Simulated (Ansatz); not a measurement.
An Ansatz (a quantum-chemistry and plane-wave program) run: Hf with a change (biaxial strain +0.93 %, plane normal [001], relaxed out of plane); PBEsol (Ansatz), spin-orbit coupling left out, earlier PAW set.

Input:

Ansatz 0.2 input:
```yaml
crystal:
  lattice:
    - [3.1873814698, 0, 0]
    - [1.5936907349, 2.7603533244, 0]
    - [0, 0, 4.9811117343]
  atoms:
    - { symbol: Hf, position: [0.3333333333, 0.3333333333, 0.75] }
    - { symbol: Hf, position: [0.6666666667, 0.6666666667, 0.25] }
basis: { ecutwfc: 420, ecutrho_ratio: 4, xc_grid: 2, fft_grid_basis: typed }
kpoints: { mp_grid: { grid: [21, 21, 12] } }
hamiltonian:
  xc: pbesol
  dispersion: none
  pseudopotentials: { azcp: { folder: ./paw }, kind: paw }
scf: { occupations: { method: fermi_dirac, width: 0.1 } }
relax: { f_tol: 0.005, max_steps: 50, cell: { stress_tol: 0.01, fix: [a, b, gamma] } }
output: { forces: true, stress: true }
checkpoint: { write: state.ck, write_every: 1000 }
```

Output (explanatory and most iteration lines left out):

```
Relaxation: its limit of steps is 50 (relax.max_steps)
Pseudopotential: Hf, paw, valence charge 26
Crystal: 2 atoms, lattice volume = 43.825 Å³
Basis set: ecut = 420 eV, 857 PW (Γ), exchange–correlation on 48×48×72 points (8 copies of the dense FFT grid, shifted against one another)
Bands: 32, of which v1, the nominal top of the filled ones, is band 26 counted from 1 (25 counted from 0)
Symmetry: 24 space group operations
Space group: P63/mmc (ITA 194), of the structure as read, at distance tolerance 3.5e-5 Å
k-points: 336 of 5292
Functional: x = pbesol(κ = 0.804, μ = 0.12345679012345678), c = pbesol(β = 0.046)
SCF iter   1: F=—  HF=-31197.877757 eV  |F-HF|=—  |Δ(HF+E_count)|=         —  Δρ=3.58e-2  dr2=6.81e-1  ethr=3.10e-3  ⟨swp⟩=5.4  Hψ=37800  notcnv=0
SCF iter   2: F=—  HF=-31197.728898 eV  |F-HF|=—  |Δ(HF+E_count)|=   1.49e-1  Δρ=2.25e-2  dr2=2.66e-1  ethr=1.31e-3  ⟨swp⟩=3.1  Hψ=21505  notcnv=0
SCF 1 converged in 8 iterations: F = -31197.626689 eV  dr2 = 2.09e-8
relax step   1: F+E_penalty+E_count = -31197.62668950 eV  Δ(F+E_penalty+E_count) = +0.000e0 eV  max|allowed force component| = 1.110e-16 eV/Å  Δτ_max = 0.0000 Å  P = -1.470 GPa  Ω = 43.825 Å³  fix = [a, b, gamma]  reactions: a -2.020, b -2.020 GPa  (8 SCF iters, dr2 threshold 1.00e-7 eV, accepted)
[... steps on the carried basis left out ...]
relax step   3: F+E_penalty+E_count = -31197.62680504 eV  Δ(F+E_penalty+E_count) = -4.647e-5 eV  max|allowed force component| = 1.480e-16 eV/Å  Δτ_max = 0.0000 Å  P = -1.265 GPa  Ω = 43.746 Å³  energy of the carried Pulay correction = +2.424e-5 eV  fix = [a, b, gamma]  reactions: a -1.896, b -1.896 GPa  (3 SCF iters, dr2 threshold 2.00e-7 eV, accepted)
Crystal: 2 atoms, lattice volume = 43.746 Å³
SCF iter   1: F=—  HF=-31197.626794 eV  |F-HF|=—  |Δ(HF+E_count)|=         —  Δρ=1.35e-5  dr2=5.07e-8  ethr=3.54e-9  ⟨swp⟩=5.4  Hψ=85298  notcnv=0
SCF iter   2: F=—  HF=-31197.626782 eV  |F-HF|=—  |Δ(HF+E_count)|=   1.19e-5  Δρ=7.97e-6  dr2=2.24e-8  ethr=9.75e-11  ⟨swp⟩=2.6  Hψ=20983  notcnv=0
SCF 4 converged in 7 iterations: F = -31197.626782 eV  dr2 = 1.05e-13
SCF converged after 7 iterations
Free energy (F): -31197.626782 eV
Internal energy: -31197.572030 eV  (E = F + TS)
E sigma→0 (E₀):  -31197.599406 eV
Entropy (-TS):   -0.054752 eV (-27.376 meV/atom)
Fermi energy:    18.444427 eV
--- Forces (eV/Å), atoms counted from 1 ---
  atom   1  Hf    -0.00000000    -0.00000000     0.00000000
  atom   2  Hf     0.00000000     0.00000000    -0.00000000
--- Stress (GPa, compression-positive) ---
       -1.896334       0.000000      -0.000000
        0.000000      -1.896334      -0.000000
       -0.000000      -0.000000      -0.002211
  P = ⅓ Tr σ = -1.2650 GPa (-12.650 kbar)
--- Relaxed structure (3 steps of the walk, 3 accepted, 1 SCFs on fresh bases) ---
  cell:  # Å, volume = 43.7463 Å³
    - [3.1873814698008185, 1.968155827253825e-98, 1.0156630560387634e-34]
    - [1.5936907349004092, 2.7603533243992913, 7.591429589379265e-35]
    - [1.5872374281092345e-34, 4.534964080312099e-35, 4.972136979810316]
  atoms:
    - { symbol: Hf, position: [0.33333333333333326, 0.3333333333333333, 0.7499999999999999] }
    - { symbol: Hf, position: [0.6666666666666665, 0.6666666666666666, 0.24999999999999997] }
```

Stability against distortions was not tested. The final runs are not spin-polarised. The cell was made from Hf in the hcp (Mg type) structure (space group P6_3/mmc, No. 194) by this change: biaxial strain +0.93 %, plane normal [001], relaxed out of plane.
